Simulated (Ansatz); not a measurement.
C interstitial in beta tin

Computed with PBE, PAW (plane waves to 420 eV; Ansatz, an electronic-structure program). Cell and caveats: 32-site cell; 5×5×3 Γ-centred k-points; start: void with 5Sn nearest; no spin–orbit coupling; finite-size errors of tenths of an eV; the relaxation kept the symmetry of the starting site; relaxed from one start, so a lower configuration may exist.

Neighbours after relaxation, in Å: of the C atom: Sn 2.19, Sn 2.19, Sn 2.24, Sn 2.24.

Formation energies E_f are those of the neutral cell. Chemical conditions: host crystal and elements as references (Δμ(C) = 0.00 eV; C taken from its element, since no compound that bounds it was computed at this level; only phases computed here count, gases as isolated molecules at 0 K). Reference phases: C: graphite.

The name describes the start; the neighbours show where the atoms ended.

```json
[
 {"charge": "0", "moment (μB)": "not spin-polarised", "largest move off a lattice site (Å)": "0.46", "E_f, host crystal and elements as references (eV)": "3.05"}
]
```
